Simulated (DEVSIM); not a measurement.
Device: Schottky contact on n-type InP, at 300 K.

```tsv
layer (left to right)	material	thickness (μm)	Nd (cm⁻³)	τn (s)	τp (s)
1	InP	1.30	7.8e16	3.1e-8	9.3e-8
```

Left contact: Schottky, work function 5.23 eV, emission velocity 1.2e7 cm/s. Right contact: ohmic. Voltage is applied to the left contact. Recombination: SRH at mid-gap, radiative. Mobility is constant in doping.

The device is made up for the run: typed textbook-type constants, with dimensions and the other settings drawn at random. Values at 300 K.

```tsv
parameter	InP
gap (eV)	1.344
affinity (eV)	4.38
permittivity	12.5
Nc (cm⁻³)	5.7e17
Nv (cm⁻³)	1.1e19
μn (cm²/Vs)	5200
μp (cm²/Vs)	170
B (cm³/s)	1.2e-10
```

Model (solved in DEVSIM): 1D drift-diffusion, Boltzmann statistics, complete ionisation; no tunnelling, impact ionisation, image-force lowering or self-heating. Metal contacts follow the ideal Schottky-Mott rule: no Fermi-level pinning, no interface dipoles.

Task: Tabulate band edges, carrier densities and field at zero bias.

Result: Energies count from the Fermi level of the right contact; mesh points crowd at the junctions.

| x (μm) | Ec (eV) | Ev (eV) | n (cm⁻³) | p (cm⁻³) | field (V/cm) |
|---|---|---|---|---|---|
| 0.000 | 0.850 | -0.494 | 3000 | 5.5e10 | -130000 |
| 0.007900 | 0.749 | -0.595 | 150000 | 1.1e9 | -120000 |
| 0.02003 | 0.608 | -0.736 | 3.5e7 | 4800000 | -110000 |
| 0.03427 | 0.464 | -0.880 | 9.3e9 | 18000 | -93000 |
| 0.06277 | 0.243 | -1.101 | 4.7e13 | < 1e2 | -61000 |
| 0.09054 | 0.116 | -1.228 | 6.3e15 | < 1e2 | -31000 |
| 0.1271 | 0.060 | -1.284 | 5.7e16 | < 1e2 | -5300 |
| 0.2003 | 0.051 | -1.292 | 7.8e16 | < 1e2 | -50 |
| 0.2715 | 0.051 | -1.293 | 7.8e16 | < 1e2 | ≈ 0 |
| 0.3810 | 0.051 | -1.293 | 7.8e16 | < 1e2 | ≈ 0 |
| 0.5095 | 0.051 | -1.293 | 7.8e16 | < 1e2 | ≈ 0 |
| 0.7481 | 0.051 | -1.293 | 7.8e16 | < 1e2 | ≈ 0 |
| 0.8868 | 0.051 | -1.293 | 7.8e16 | < 1e2 | ≈ 0 |
| 0.9921 | 0.051 | -1.293 | 7.8e16 | < 1e2 | ≈ 0 |
| 1.100 | 0.051 | -1.293 | 7.8e16 | < 1e2 | ≈ 0 |
| 1.154 | 0.051 | -1.293 | 7.8e16 | < 1e2 | ≈ 0 |
| 1.200 | 0.051 | -1.293 | 7.8e16 | < 1e2 | ≈ 0 |
| 1.230 | 0.051 | -1.293 | 7.8e16 | < 1e2 | ≈ 0 |
| 1.261 | 0.051 | -1.293 | 7.8e16 | < 1e2 | ≈ 0 |
| 1.276 | 0.051 | -1.293 | 7.8e16 | < 1e2 | ≈ 0 |
| 1.288 | 0.051 | -1.293 | 7.8e16 | < 1e2 | ≈ 0 |
| 1.300 | 0.051 | -1.293 | 7.8e16 | < 1e2 | ≈ 0 |
